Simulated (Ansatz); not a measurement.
Ansatz (a program for electronic structure), DFT, PBE, plane waves, its default PAW files: bcc W, atoms displaced (W128), 128 atoms. Basis and mesh were picked for this test and aren't claimed converged.

```yaml
cell: 12.66, 12.66, 12.66 Å; 90, 90, 90°
distance_to_the_nearest_atom: 2.62 to 2.72 Å
task: single point
k mesh: 2×2×2
hamiltonian.xc: pbe
kind_of_files: paw
scf.occupations.method: fermi_dirac
scf.occupations.width: 0.1 eV
output.forces: true
memory maximum (--max-ram): 600GiB
basis.precision: auto (default)
basis.xc_grid: 2 (default)
scf.mixing.algorithm: auto (default)
scf.mixing.preconditioner: auto (default)
scf.convergence.dr2_threshold: 1e-06 (default)
scf.lower_state_search: light (default)
k-points after symmetry (base settings): 8
bands at the start (base settings): 1076
electrons (base settings): 1792
plane waves at Γ (base settings): 39607
cutoff (eV) (base settings): 420
FFT grid (base settings): 90×90×90
symmetry operations (base settings): 1
```

Machine: one whole node with four NVIDIA GB200 cards and two Grace (Neoverse V2) sockets of 72 cores, of which 136 in all may be used; each card has its host threads on the socket beside it.

Times are medians of repeated runs, from launch to exit, start-up of the cards included. No other job ran on the node; its own services took about 4 cores, and under one core (or 1.5 %) of those that a run was pinned to. Processes are pinned to neighbouring cores unless said otherwise. Build: release build for Arm (Neoverse V2), with CUDA, one process with threads. Other compilers and libraries give other times. Scratch files lie in a memory file system.

All on 1 card, 32 host threads. Base settings, kept where nothing else is said: accuracy = medium (default), --projector-tables auto (default), scf.eigensolver.kind = auto (default), scf.eigensolver.mixed_precision = false (default) (--kpoint-batch, --max-vram not set). The candidates agree within 1.0 meV/atom in energy, 10 meV/Å in forces (largest component):
A. scf.eigensolver.kind = davidson, scf.eigensolver.mixed_precision = true
B. the base settings
C. --max-vram 8GiB
D. --kpoint-batch 1
E. scf.eigensolver.kind = davidson
F. scf.eigensolver.mixed_precision = true
G. accuracy = high
H. --projector-tables rebuilt

Question: Pick the fastest of these ways to run it.

Answer: B and D and G, at 3.1 s to 3.3 s, level within 8 % or the scatter of repeats. At the other end C takes 8.4× as long.

| candidate | wall time | repeats | SCF iterations |
|---|---|---|---|
| B | 3.1 s | 5 runs within 16 % | 6 |
| D | 3.1 s | 5 runs within 6 % | 6 |
| G | 3.3 s | 5 runs within 5 % | 7 |
| H | 5.0 s | 3 runs within 1 % | 6 |
| E | 7.2 s | 3 runs within 5 % | 7 |
| F | 21 s | 3 runs within 2 % | 7 |
| A | 21 s | 3 runs within 2 % | 7 |
| C | 26 s | 3 runs within 1 % | 7 |

From the slowest to the fastest: The largest move is in band solves (diag): 20 s to 1.4 s. The band solves carry the change: the iterations make 183484 against 108155 applications of H to a band, at 0.11 against 0.013 ms of diag time each. As resolved by the program: eigensolver slots 1 against 8, band solver davidson against band_cg, real-arithmetic solve false against true. In the fastest run the program took: scf.mixing.algorithm MSR1, scf.mixing.preconditioner Kerker, scf.eigensolver.kind band_cg, --slots 8, --kpoint-pools 1.

Keys are those of Ansatz 0.2.
